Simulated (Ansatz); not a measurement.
## GaSe under a change: biaxial strain +1.47 %, plane normal [001], relaxed out of plane

Consider GaSe in the beta-GaS type structure (space group P6_3/mmc, No. 194; a = 3.769 Å, c = 15.964 Å; layered, stacked along the Cartesian z axis). Axes: x lies along a and z along c of the hexagonal cell.

Now apply this change: biaxial strain +1.47 %, plane normal [001], relaxed out of plane (Cartesian); in-plane vectors clamped, the third vector and the atoms free.

The values are results of PBE-D3(BJ) (Ansatz, a quantum-chemistry and plane-wave program; PAW; 420 eV plane waves; no spin-orbit coupling), earlier PAW set, not measurements. Settings: 10×10×2 k-points, 0.05 eV Fermi–Dirac smearing.

The volume per atom goes up by 0.53 Å³ (24.55 Å³ → 25.08 Å³) and the space group remains P6_3/mmc (No. 194). The shortest interatomic distance grows by 0.0029 Å (2.444 Å → 2.446 Å) and the pressure (mean of the normal stresses, compression positive) goes from zero to -1.02 GPa. The band gap drops by 0.33 eV to 0.54 eV and the gap character is still direct at Γ. The electron mass becomes 0.068 mₑ out of plane, 0.11 mₑ in plane (at Γ) (base: 0.095 mₑ along c, 0.12 mₑ across (at Γ)) and the hole mass becomes 0.061 mₑ out of plane, 1.2 mₑ in plane (at Γ) (base: 0.082 mₑ along c, 1.5 mₑ across (at Γ)). The valence-band top at Γ (three highest levels, from the VBM) changes from 0.00, -1.20, -1.20 eV to 0.00, -1.40, -1.40 eV and the valley order (the lowest conduction-band minima on the path, energy above the VBM, named in the base's zone) goes from Γ 0.87 eV; M (1/2, 0, 0) 1.02 eV; K (1/3, 1/3, 0) 1.43 eV to Γ 0.54 eV; M (0, 1/2, 0) 0.90 eV; K (-1/3, -1/3, 0) 1.45 eV. The out-of-plane strain comes out as -0.79 % and the ratio −ε⊥/ε∥ comes out as 0.54.

Final structure (turned so that z lies along the plane normal):

```yaml
crystal:
  lattice:
    - [3.82484, 0.00000, 0.00000]
    - [1.91242, 3.31241, 0.00000]
    - [0.00000, 0.00000, 15.83828]
  atoms:
    - { symbol: Ga, position: [0.33333, 0.33333, 0.17277] }
    - { symbol: Ga, position: [0.66667, 0.66667, 0.67277] }
    - { symbol: Ga, position: [0.66667, 0.66667, 0.82723] }
    - { symbol: Ga, position: [0.33333, 0.33333, 0.32723] }
    - { symbol: Se, position: [0.33333, 0.33333, 0.60000] }
    - { symbol: Se, position: [0.66667, 0.66667, 0.10000] }
    - { symbol: Se, position: [0.66667, 0.66667, 0.40000] }
    - { symbol: Se, position: [0.33333, 0.33333, 0.90000] }
```

Cost of the whole job for the changed cell (relaxation, final SCF and bands): very roughly 2.6 core-minutes.

Effective masses come from finite differences of ±0.01 Å⁻¹. Gaps are read on the SCF mesh and a high-symmetry path. Stability against distortions was not tested.
